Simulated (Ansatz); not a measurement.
Levels about the gap of amorphous selenium (Se84) (84 atoms in a cell of 2428 Å³, 4.54 g/cm³; zone centre alone, so wide bands show as single levels with stretches between that a denser mesh fills), at the geometry that PBE-D3(BJ) relaxed, where it gives 0.0 GPa on a denser mesh. The participation number counts the atoms over which a state spreads; weights are charges in smoothed Voronoi cells. The levels come from a single point, so bond lengths are those of that geometry. Method of the levels: PBE-D3(BJ), scalar-relativistic without spin-orbit coupling, PAW (Ansatz default set, large-core Se) (Ansatz, a first-principles code). Sampling: the zone centre alone; Fermi-Dirac width 0.05 eV; no spin polarisation. At PBE the levels at the empty edge of the gap are localised (band-tail or defect states).

Preparation: random packing, a CHGNet melt and quench, and a DFT relaxation. The hot cell started wider than the set density and was brought back towards it in steps. It is the lowest in DFT energy of 4 quenches. It is a model cell: composition and starting density were chosen by hand, and all elements were melted together. The geometry includes D3(BJ) dispersion. Its density started from a set value of 4.16 and ended at 4.54 g/cm³. The simulated quench (nominally 37 K/ps over its main leg) is rapid and tends to freeze in more defects than a deposited or slowly cooled glass has. A cell of this size samples the disorder only roughly. The volume was free in the relaxation, at fixed shape.

```tsv
E - E(highest filled), eV	filling	participation number	largest on	weight Se
-0.25	filled	38.2	Se, 2 neighbours	1.00
-0.24	filled	24.4	Se, 2 neighbours	1.00
-0.19	filled	36.1	Se, 2 neighbours	1.00
-0.16	filled	47.2	Se, 2 neighbours	1.00
-0.08	filled	39.5	Se, 2 neighbours	1.00
-0.03	filled	28.6	Se, 2 neighbours	1.00
0.00	filled	50.2	Se, 2 neighbours	1.00
0.54	empty	15.0	Se, 2 neighbours	1.00
0.75	empty	18.5	Se, 2 neighbours	1.00
0.96	empty	46.6	Se, 2 neighbours	1.00
1.05	empty	51.3	Se, 2 neighbours	1.00
1.13	empty	46.6	Se, 2 neighbours	1.00
1.13	empty	47.1	Se, 2 neighbours	1.00
1.20	empty	50.0	Se, 2 neighbours	1.00
```

Most localised among these is the empty level at +0.54 eV, on a Se atom, which has 2 neighbours (Se 2.28 Å, Se 2.50 Å).
